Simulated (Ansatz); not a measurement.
Subject: the formation energy of Ta_Al in Al (fcc, Fm-3m). Reaction: 63 Al (fcc) + Ta (bcc) → cell A.

Cell A: a supercell of 64 sites of Al (fcc, Fm-3m) with Ta on an Al site (12 Al at 2.85 Å); spin state with PBE: run without spin, k-point mesh 4×4×4.
```yaml
crystal:
  lattice:
    - [11.42999, 0.00000, 0.00000]
    - [5.71499, 9.89866, 0.00000]
    - [5.71499, 3.29955, 9.33255]
  atoms:
    - { symbol: Al, position: [0.00000, 0.00000, 0.00000] }
    - { symbol: Al, position: [0.00000, 0.00000, 0.24831] }
    - { symbol: Al, position: [0.00000, 0.00000, 0.50000] }
    - { symbol: Al, position: [0.00000, 0.00000, 0.75169] }
    - { symbol: Al, position: [0.00000, 0.24831, 0.00000] }
    - { symbol: Al, position: [0.99943, 0.25008, 0.25008] }
    - { symbol: Al, position: [0.99943, 0.25008, 0.50040] }
    - { symbol: Al, position: [0.00000, 0.24831, 0.75169] }
    - { symbol: Al, position: [0.00000, 0.50000, 0.00000] }
    - { symbol: Al, position: [0.99943, 0.50040, 0.25008] }
    - { symbol: Al, position: [0.00000, 0.50000, 0.50000] }
    - { symbol: Al, position: [0.00057, 0.49960, 0.74992] }
    - { symbol: Al, position: [0.00000, 0.75169, 0.00000] }
    - { symbol: Al, position: [0.00000, 0.75169, 0.24831] }
    - { symbol: Al, position: [0.00057, 0.74992, 0.49960] }
    - { symbol: Al, position: [0.00057, 0.74992, 0.74992] }
    - { symbol: Al, position: [0.24831, 0.00000, 0.00000] }
    - { symbol: Al, position: [0.25008, 0.99943, 0.25008] }
    - { symbol: Al, position: [0.25008, 0.99943, 0.50040] }
    - { symbol: Al, position: [0.24831, 0.00000, 0.75169] }
    - { symbol: Al, position: [0.25008, 0.25008, 0.99943] }
    - { symbol: Al, position: [0.25000, 0.25000, 0.25000] }
    - { symbol: Al, position: [0.25008, 0.25008, 0.50040] }
    - { symbol: Al, position: [0.24769, 0.24769, 0.75231] }
    - { symbol: Al, position: [0.25008, 0.50040, 0.99943] }
    - { symbol: Al, position: [0.25008, 0.50040, 0.25008] }
    - { symbol: Al, position: [0.25108, 0.50000, 0.50000] }
    - { symbol: Al, position: [0.25108, 0.50000, 0.74892] }
    - { symbol: Al, position: [0.24831, 0.75169, 0.00000] }
    - { symbol: Al, position: [0.24769, 0.75231, 0.24769] }
    - { symbol: Al, position: [0.25108, 0.74892, 0.50000] }
    - { symbol: Al, position: [0.24769, 0.75231, 0.75231] }
    - { symbol: Al, position: [0.50000, 0.00000, 0.00000] }
    - { symbol: Al, position: [0.50040, 0.99943, 0.25008] }
    - { symbol: Al, position: [0.50000, 0.00000, 0.50000] }
    - { symbol: Al, position: [0.49960, 0.00057, 0.74992] }
    - { symbol: Al, position: [0.50040, 0.25008, 0.99943] }
    - { symbol: Al, position: [0.50040, 0.25008, 0.25008] }
    - { symbol: Al, position: [0.50000, 0.25108, 0.50000] }
    - { symbol: Al, position: [0.50000, 0.25108, 0.74892] }
    - { symbol: Al, position: [0.50000, 0.50000, 0.00000] }
    - { symbol: Al, position: [0.50000, 0.50000, 0.25108] }
    - { symbol: Ta, position: [0.50000, 0.50000, 0.50000] }
    - { symbol: Al, position: [0.50000, 0.50000, 0.74892] }
    - { symbol: Al, position: [0.49960, 0.74992, 0.00057] }
    - { symbol: Al, position: [0.50000, 0.74892, 0.25108] }
    - { symbol: Al, position: [0.50000, 0.74892, 0.50000] }
    - { symbol: Al, position: [0.49960, 0.74992, 0.74992] }
    - { symbol: Al, position: [0.75169, 0.00000, 0.00000] }
    - { symbol: Al, position: [0.75169, 0.00000, 0.24831] }
    - { symbol: Al, position: [0.74992, 0.00057, 0.49960] }
    - { symbol: Al, position: [0.74992, 0.00057, 0.74992] }
    - { symbol: Al, position: [0.75169, 0.24831, 0.00000] }
    - { symbol: Al, position: [0.75231, 0.24769, 0.24769] }
    - { symbol: Al, position: [0.74892, 0.25108, 0.50000] }
    - { symbol: Al, position: [0.75231, 0.24769, 0.75231] }
    - { symbol: Al, position: [0.74992, 0.49960, 0.00057] }
    - { symbol: Al, position: [0.74892, 0.50000, 0.25108] }
    - { symbol: Al, position: [0.74892, 0.50000, 0.50000] }
    - { symbol: Al, position: [0.74992, 0.49960, 0.74992] }
    - { symbol: Al, position: [0.74992, 0.74992, 0.00057] }
    - { symbol: Al, position: [0.75231, 0.75231, 0.24769] }
    - { symbol: Al, position: [0.74992, 0.74992, 0.49960] }
    - { symbol: Al, position: [0.75000, 0.75000, 0.75000] }
```

Reference: Al (fcc, Fm-3m), 64 atoms in the cell, the relaxed perfect crystal repeated, atoms not moved again, k-point mesh 4×4×4 on the run's own vectors.

Reference: Ta (bcc, Im-3m), 1 atom in the cell, k-point mesh 26×26×26 on the run's own vectors. Conventional cell: a = b = c = 3.3204 Å, α = β = γ = 90.00°.

All numbers come from Ansatz (a program for electronic structure), plane waves with PAW, its default PAW set, cutoff 500 eV. The structures are at rest with PBE, within the held lattices; other levels are single points on them. Neutral cells; Fermi-Dirac smearing of at most 0.10 eV in the solids, energies taken to zero width. The lattices are those relaxed with PBE, so at other levels the solids can be strained. Larger cells are relaxed from a start prepared with the learned potential CHGNet, on a coarser mesh till forces fall under 0.03 eV/Å, which some starts already meet. A dispersion term (D3(BJ), or D4 for r2SCAN) was computed beside these levels and is taken off wherever the name lacks it. Static lattices, no vibrational contributions. The structures are the rest points that the relaxations reached, not proven lowest. The runs are scalar-relativistic, without spin-orbit coupling. Values are for these cell sizes. Mesh and cell size may move defect energies by 0.1 eV or more. Cell A has symmetry Fm-3m within 0.02 Å and got no random move, so less symmetric positions, which may lie lower, weren't tried.

Question: Give the value at the level r2SCAN.

Answer: -0.73 eV, for 63 Al (fcc) + Ta (bcc) → cell A.
